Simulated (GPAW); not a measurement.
Input and output of a self-consistent single point for Mo (Im-3m, 1 atom in the cell) (GPAW).

Level of theory: LDA (Perdew-Wang 92), GPAW PAW datasets LDA (gpaw-data 1.0.1) (plane waves; GPAW).

```yaml
crystal:
  lattice:
    - [-1.56713, 1.56713, 1.56713]
    - [1.56713, -1.56713, 1.56713]
    - [1.56713, 1.56713, -1.56713]
  atoms:
    - { symbol: Mo, position: [0.00000, 0.00000, 0.00000] }
```

Reference input (self-consistent single point, DFT LDA (Perdew-Wang 92), plane waves, GPAW PAW datasets LDA (gpaw-data 1.0.1)): mode = pw; ecut = 550 eV; xc = LDA; kpts = 11 11 11; mesh shift (steps) = 0 0 0; occupations.name = fermi-dirac; occupations.width = 0.1 eV; nbands = -9; convergence.forces = 0.001 eV/Å; symmetry.symmorphic = false; symmetry.tolerance = 0.0005; maxiter = 100. This run's input differs from it in these lines:

```diff
@@ -13,4 +13,4 @@
             xc='LDA',
-            kpts=(11, 11, 11),
-            occupations={'name': 'fermi-dirac', 'width': 0.1},
+            kpts=(19, 19, 19),
+            occupations={'name': 'fermi-dirac', 'width': 0.02},
             nbands=-9,
```

Output (repeated stretches shortened):

```
     iter     time        total  log10-change:
                         energy   eigst   dens  force
iter:   1 --:--:--   -13.466062
iter:   2 --:--:--   -13.315787   -1.04  -1.18
iter:   3 --:--:--   -12.529175   -1.33  -1.22
iter:   4 --:--:--   -12.539720   -3.01  -1.96
iter:   5 --:--:--   -12.534371   -2.71  -2.00
iter:   6 --:--:--   -12.519011   -3.45  -2.20
iter:   7 --:--:--   -12.520151   -4.87  -3.11
iter:   8 --:--:--   -12.518793c  -4.38  -2.74
iter:   9 --:--:--   -12.518791c  -6.77  -4.04c
iter:  10 --:--:--   -12.518792c  -7.46c -4.43c
iter:  11 --:--:--   -12.518791c  -7.72c -4.30c -24.29c
Converged after 11 iterations.

Dipole moment: (0.000000, -0.000000, 0.000000) |e|*Ang

Energy contributions relative to reference atoms: (reference = -110019.813038)

Kinetic:        -12.293920
Potential:       +6.984103
External:        +0.000000
XC:              -6.989495
Entropy (-ST):   -0.000917
Local:           -0.219020
SIC:             +0.000000
--------------------------
Free energy:    -12.519249
Extrapolated:   -12.518791

Showing only first 2 kpts
 Kpt  Band  Eigenvalues  Occupancy
  0     5     12.13939    2.00000
  0     6     12.13939    2.00000
  0     7     12.13939    2.00000
  0     8     15.14590    0.00000

  1     5     12.06908    2.00000
  1     6     12.12865    2.00000
  1     7     12.25585    2.00000
  1     8     15.03998    0.00000

Fermi level: 13.57153

No gap
No difference between direct/indirect transitions
Energy (eV): -12.518791

Forces in eV/Ang:
  0 Mo    0.00000    0.00000    0.00000

Stress tensor:
     0.045351     0.000000     0.000000
     0.000000     0.045351     0.000000
     0.000000     0.000000     0.045351
Stress (GPa, Voigt): [7.2661 7.2661 7.2661 0.     0.     0.    ]
```

The run converged in 11 iterations. GPAW prints stress with tension positive. Against the reference run the free energy goes down by 7.7 meV/atom and the pressure goes from -6.87 to -7.27 GPa.

The starting cell has typed, rounded lattice constants, without a prior relaxation at this level. Its lattice was rescaled by up to half a per cent. Spin polarisation is off. With a pressure of about -7 GPa the cell is away from its equilibrium volume at this level.
